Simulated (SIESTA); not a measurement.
Worked example: self-consistent single point of LaMg₆B (Amm2, 8 atoms in the cell) in SIESTA.

Computed with GGA PBEsol, numerical atomic orbitals DZP, PseudoDojo PBEsol standard norm-conserving potentials (rewritten from UPF to PSML) (SIESTA).

```
LaMg6B
1.0
    4.77910     0.00000     0.00000
    0.00000     3.23670     5.87425
    0.00000    -3.23670     5.87425
La Mg B
1 6 1
Direct
  0.00000   0.80532   0.80532
  0.00000   0.81490   0.33592
  0.00000   0.33592   0.81490
  0.00000   0.33626   0.33626
  0.50000   0.66465   0.19565
  0.50000   0.19565   0.66465
  0.50000   0.17452   0.17452
  0.50000   0.67279   0.67279
```

Reference input (self-consistent single point, DFT, GGA PBEsol, numerical atomic orbitals DZP, PseudoDojo PBEsol standard norm-conserving potentials (rewritten from UPF to PSML)): XC.functional = GGA; XC.authors = PBEsol; potentials = PseudoDojo PBEsol standard; PAO.BasisSize = DZP; PAO.EnergyShift = 0.01 Ry; MeshCutoff = 350 Ry; kgrid.MonkhorstPack = 4 3 3; OccupationFunction = FD; ElectronicTemperature = 1160.45 K; MaxSCFIterations = 150; SCF.Mixer.Method = Pulay; SCF.Mixer.Weight = 0.25. This run's input differs from it in these lines:

```diff
@@ -35,5 +35,5 @@
 %block kgrid.MonkhorstPack
-    4   0   0  0.0
-    0   3   0  0.0
-    0   0   3  0.0
+    5   0   0  0.0
+    0   4   0  0.0
+    0   0   4  0.0
 %endblock kgrid.MonkhorstPack
```

The program printed (abridged):

```
        iscf     Eharris(eV)        E_KS(eV)     FreeEng(eV)     dDmax    Ef(eV) dHmax(eV)
   scf:    1   -10674.824419   -10703.709716   -10703.834255  1.770072 -3.796425  8.722606
   scf:    2   -10708.077176   -10708.657522   -10708.772437  0.472652 -3.580931  2.591399
   scf:    3   -10709.069959   -10708.989106   -10709.105177  0.086374 -3.603554  1.899408
   scf:    4   -10709.099842   -10709.047562   -10709.164579  0.046320 -3.627449  0.927941
   scf:    5   -10709.073578   -10709.062120   -10709.180068  0.040818 -3.654123  0.122597
   scf:    6   -10709.063236   -10709.062795   -10709.180806  0.004312 -3.656094  0.035074
   scf:    7   -10709.062834   -10709.062827   -10709.180872  0.001900 -3.656700  0.005422
   scf:    8   -10709.062821   -10709.062824   -10709.180873  0.000273 -3.656808  0.003415
   scf:    9   -10709.062818   -10709.062821   -10709.180875  0.000486 -3.656962  0.000918
   scf:   10   -10709.062822   -10709.062822   -10709.180875  0.000027 -3.657002  0.000275
SCF Convergence by DM+H criterion
max |DM_out - DM_in|         :     0.0000267911
max |H_out - H_in|      (eV) :     0.0002745477
SCF cycle converged after 10 iterations

Using DM_out to compute the final energy and forces

siesta: E_KS(eV) =           -10709.0628

siesta: E_KS - E_eggbox =    -10709.0628

siesta: Atomic forces (eV/Ang):
     1    0.000000    0.000000    0.059580
     2   -0.000000    0.211991    0.021554
     3   -0.000000   -0.211991    0.021554
     4   -0.000000    0.000000   -0.167641
     5   -0.000000    0.248700    0.053158
     6   -0.000000   -0.248700    0.053158
     7    0.000000    0.000000    0.101066
     8    0.000000   -0.000000   -0.125422
   Tot   -0.000000    0.000000    0.017007
   Max    0.248700
   Res    0.107580    sqrt( Sum f_i^2 / 3N )
   Max    0.248700    constrained

   [... lines left out ...]
siesta: FreeEng =    -10709.180875
siesta: Cell volume =        181.731544 Ang**3
siesta:           4.45909009          0.76088881  kBar
   [... lines left out ...]

mulliken: Qtot =       74.000

Mulliken Atomic Populations:
Atom #   charge [q] valence [e]  Species
     1     0.322920   10.677080  La
     2     0.008258    9.991742  Mg
     3     0.008258    9.991742  Mg
     4    -0.246463   10.246463  Mg
     5     0.015314    9.984686  Mg
     6     0.015314    9.984686  Mg
     7    -0.027280   10.027280  Mg
     8    -0.096321    3.096321  B
 Total    -0.000000
```

The run converged in 10 iterations. Against the reference run the free energy falls by 10.4 meV/atom, the pressure stays near 0.45 GPa while the xx stress (positive for compression) goes from 0.80 to 1.37 GPa and the largest force moves little (0.252 to 0.254 eV/Å).

The starting cell comes from a database of computed structures (which also holds hypothetical and non-ambient phases and stackings), without a prior relaxation at this level. Values carry the incompleteness of an atom-centred basis.

Cost on one core of a shared machine: roughly 40 s.
